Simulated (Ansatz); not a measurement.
LiNbO3: energy against strain

LiNbO3 (R3c, 10.521 Å³/atom and stress up to 0.01 GPa in the relaxed cell, c along z) under a strain ε along c (axis z), the other axes held. PBEsol in Ansatz, a plane-wave DFT program (PAW, default set), 420 eV, 8×8×8 Γ-centred mesh, Fermi-Dirac smearing 0.05 eV; ions are relaxed, or left where forces stay under 0.02 eV/Å, within the symmetry of each cell.

Here s stands for strain and y for E less E0.

```
strain (%)  E less E0 (meV/atom)
----------  --------------------
-3.00                          ?
-1.50                       1.77
-0.75                       0.46
0.00                        0.00
0.75                        0.43
1.50                        1.70
```

The 5 complete rows are fitted with a parabola, y against s. Least squares gives y = 0.008 - 0.0227·s + 0.7683·s². Residuals (row less fit): -0.001, 0.003, -0.008, 0.007, -0.003; standard error 0.008 (degrees of freedom: 2). Twice the quadratic coefficient over the volume, 2 × 0.7683 meV × 10⁴ × 0.1602 / 10.521 Å³, is the elastic constant C33 = 234 ± 1 GPa (± standard error of the fit, which holds the terms cut off).

Question: Estimate the missing y (s = -3.00); what did the run itself give?

Answer: y = 0.008 - 0.0227 × (-3.00) + 0.7683 × (-3.00)² = 6.991 meV/atom. The calculation gives 7.18 meV/atom, 0.189 meV/atom above the prediction (2.6 % of the range of y in the table). The row lies outside the fitted rows, so this is an extrapolation. From the scatter of the fitted rows alone, a prediction at this place has a standard error of 0.033 meV/atom, so the miss is 5.7 times that.

A polynomial of degree 3 through the 8 other runs of the series gives 7.20 there, so most of the miss is curvature that the fit leaves out. The start is a measured cell from the literature; how it stands against other phases or cation orders wasn't checked. Rows are the converged runs of the series near zero and its far end; series whose fitted rows scatter by over a few per cent of the range, as at a crossing or softening among them, aren't shown in this form, nor equations of state whose B0' disagrees with the runs' pressures. Most that stay on the fit to the last digits aren't either.
